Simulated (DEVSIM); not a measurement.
System: Schottky contact on n-type GaN, at 250 K.

Layer 1 from the left is GaN, thickness (μm) 0.360, Nd (cm⁻³) 8e16, τn (s) 4.5e-8, τp (s) 4.5e-8.

Left contact: Schottky, work function 5.15 eV, emission velocity 1.1e7 cm/s. Right contact: ohmic. Voltage is applied to the left contact. Recombination: SRH at mid-gap, radiative. Mobility is constant in doping.

This is a model device: material constants are rounded textbook-type values typed into the input, and sizes, dopings and lifetimes were drawn at random. Values at 300 K; Nc and Nv go as T^1.5, mobilities as T to minus their exponent, the gap by Varshni's rule with the affinity fixed.

GaN: gap (eV) 3.43, affinity (eV) 4.1, permittivity 9.5, Nc (cm⁻³) 2.3e18, Nv (cm⁻³) 4.6e19, μn (cm²/Vs) 1200, μp (cm²/Vs) 100, T exponent of μn 1.5, T exponent of μp 2, B (cm³/s) 1e-11, Varshni α (eV/K) 0.00091, Varshni β (K) 830.

Model (solved in DEVSIM): 1D drift-diffusion, Boltzmann statistics, complete ionisation; no tunnelling, impact ionisation, image-force lowering or self-heating. Metal contacts follow the ideal Schottky-Mott rule: no Fermi-level pinning, no interface dipoles.

Dark forward current:

```csv
|V| (V),|J| (A/cm²)
0.10,2.066e-13
0.15,2.120e-12
0.20,2.158e-11
0.25,2.195e-10
0.30,2.231e-9
0.35,2.268e-8
0.40,2.305e-7
0.45,2.341e-6
0.50,2.378e-5
0.55,0.0002413
0.60,0.002447
0.65,0.02479
0.70,0.2507
0.75,2.529
0.80,25.35
0.85,247.5
0.90,2083
```

Q: Work out the local ideality factor n = ΔV / (kT/q · ln(J2/J1)) between the rows 0.10 and 0.15 V, 0.85 and 0.90 V.

A: kT/q = 21.54 mV. From 0.10 to 0.15 V: ln(2.120e-12/2.066e-13) = 2.328, n = 1.00, near the 1 of diffusion or emission over a barrier. From 0.85 to 0.90 V: ln(2083/247.5) = 2.130, n = 1.09, near the 1 of diffusion or emission over a barrier.

Q: Estimate the current at 0.45 V for emission alone, J0 = q v N_band exp(−φB/kT), and read the barrier back from the simulated current.

A: φB = 1.050 eV, N_band = 1.75e18 cm⁻³, J0 = 2.08e-15 A/cm²; J = J0 (exp(qV/kT) − 1) = 2.46e-6 A/cm². The simulation gives 2.34e-6 A/cm²; the estimate lies 5.3 % above. Read backwards, the simulated current gives an apparent barrier of 1.051 eV. The estimate leaves out transport through the depletion region and minority injection.
